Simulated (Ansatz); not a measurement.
The starting structures come from a database of crystals and need not be the phases stable at ambient conditions.

 Where the default PAW files enter, the runs use the earlier of Ansatz's two default sets.

The decay constant κ of evanescent states in the gap governs leakage through a thin film.

Data:

```yaml
crystal:
  lattice:
    - [4.52446, -0.00658, 0.00000]
    - [-0.50106, 5.42396, 0.00000]
    - [0.00000, 0.00000, 12.97167]
  atoms:
    - { symbol: Sb, position: [0.00927, 0.33607, 0.35525] }
    - { symbol: Sb, position: [0.99073, 0.66393, 0.64475] }
    - { symbol: Sb, position: [0.49073, 0.16393, 0.85525] }
    - { symbol: Sb, position: [0.50927, 0.83607, 0.14475] }
    - { symbol: As, position: [0.03712, 0.26848, 0.09107] }
    - { symbol: As, position: [0.96288, 0.73152, 0.90893] }
    - { symbol: As, position: [0.46288, 0.23152, 0.59107] }
    - { symbol: As, position: [0.53712, 0.76848, 0.40893] }
    - { symbol: O, position: [0.59776, 0.46322, 0.36181] }
    - { symbol: O, position: [0.40224, 0.53678, 0.63819] }
    - { symbol: O, position: [0.90224, 0.03678, 0.86181] }
    - { symbol: O, position: [0.09776, 0.96322, 0.13819] }
    - { symbol: O, position: [0.64160, 0.18149, 0.08997] }
    - { symbol: O, position: [0.35840, 0.81851, 0.91003] }
    - { symbol: O, position: [0.85840, 0.31851, 0.58997] }
    - { symbol: O, position: [0.14160, 0.68149, 0.41003] }
    - { symbol: O, position: [0.06979, 0.44917, 0.20785] }
    - { symbol: O, position: [0.93021, 0.55083, 0.79215] }
    - { symbol: O, position: [0.43021, 0.05083, 0.70785] }
    - { symbol: O, position: [0.56979, 0.94917, 0.29215] }
```

Space group of this cell: P2_1/c. The cell was relaxed by PBE-D3(BJ); by PBEsol its mean pressure is -1.9 GPa.

Transport runs along the normal of the first two printed cell vectors.

The gap is the functional's own, uncorrected, and κ follows it; spin-orbit coupling is left out. Mid-gap values are interpolated between the computed energies.

Compute, with PBEsol run with Ansatz (a first-principles code), the band gap and the smallest decay constant κ at mid-gap.

Gap 3.18 eV on a 8×6×4 mesh; κ = 0.324 1/Å, at (0.500, 0.333) of the in-plane reciprocal vectors. At the zone centre, at the nearest computed energy, the slowest state has κ = 0.44 1/Å.
